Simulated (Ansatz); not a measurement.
System: MgS (P6₃mc, No. 186, 4 atoms in the cell; start mp-1185942; a measured phase of this formula has another space group). Method: dielectric-dependent PBEsol hybrid (Ansatz, a first-principles code, PAW).

Settings: plane-wave cutoff 460 eV, 9×9×4 k mesh (along the axes of the cell as run), Fermi–Dirac smearing 0.01 eV, scalar-relativistic PAW data made under PBE.

The cell is the one relaxed with PBEsol. Conventional cell: a = 4.0285 Å, b = 4.0285 Å, c = 6.4160 Å, α = 90.00°, β = 90.00°, γ = 120.00°.

```yaml
crystal:
  lattice:
    - [4.02849, 0.00000, 0.00000]
    - [-2.01425, 3.48878, 0.00000]
    - [0.00000, 0.00000, 6.41601]
  atoms:
    - { symbol: Mg, position: [0.66667, 0.33333, 0.49628] }
    - { symbol: Mg, position: [0.33333, 0.66667, 0.99628] }
    - { symbol: S, position: [0.33333, 0.66667, 0.37871] }
    - { symbol: S, position: [0.66667, 0.33333, 0.87871] }
```

### Question
List the 10 lowest band energies at Γ above −25 eV (eV, relative to the valence band maximum), grouping those that round alike.

### Answer
At Γ: -12.61, -11.78, -3.61, -0.64 (×2), -0.16 (×2), 0.00, 5.01, 6.36.

Note: the run warned that its exchange threshold was loose for the stress; cell and atoms aren't relaxed at this level (pressure -0.7 GPa).

A start named mp-… is a Materials Project structure, which need not be a measured phase.
